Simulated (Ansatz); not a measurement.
## PtTe₂ (R-3m): resistivity and electron-phonon coupling

```
PtTe2
1.0
    1.96623     1.13521     5.71645
   -1.96623     1.13521     5.71645
    0.00000    -2.27041     5.71645
Pt Te
1 2
Direct
  0.00000   0.00000   0.00000
  0.25208   0.25208   0.25208
  0.74792   0.74792   0.74792
```

These are LDA, DFPT electron-phonon coupling, linearised Boltzmann equation (plane waves, PAW, scalar-relativistic; Ansatz, an electronic-structure program) values and carry that method's errors. Cell: relaxed with this functional, without spin-orbit coupling.

The resistivity at 300 K comes out as 28 (x), 28 (y), 33 (z) μΩ·cm and the resistivity at 77 K is 5.1 (x), 5.1 (y), 6.0 (z) μΩ·cm. The electron mean free path at 300 K (weighted by the current that each state carries) comes out as 10.3 (x), 10.3 (y), 7.9 (z) nm. The electron-phonon coupling λ is 0.33, the transport coupling λ_tr comes out as 0.31 (x), 0.31 (y), 0.36 (z) and the logarithmic mean phonon energy is 10.8 meV. The density of states at the Fermi level comes out as 0.44 states/(eV·spin·cell) and the drude plasma energy is 3.6 eV. The Tc for μ* = 0.10 (anisotropic Eliashberg) is below 1 K and the Tc for μ* = 0.13 (anisotropic Eliashberg) is below 1 K.

A metal at this level (no band gap). Only scattering by harmonic phonons is included (no impurities, grain boundaries, electron-electron scattering or thermal expansion). Spin-orbit coupling is left out, which matters with elements this heavy. Halving the electron mesh (24x24x24) moves the resistivity by up to 5 % at 300 K, the mean free path by up to 6 %, the coupling by up to 2 %. Smearing 0.20 eV; phonons on a 4x4x4 q mesh, which this run doesn't test and which matters most at low temperature. Tc comes from the anisotropic Migdal-Eliashberg equations with μ*, a chosen number, referred to 13.9 meV.

Computed structure with no diffraction record at hand here (it may be known, metastable or hypothetical): PtTe2 (R-3m).
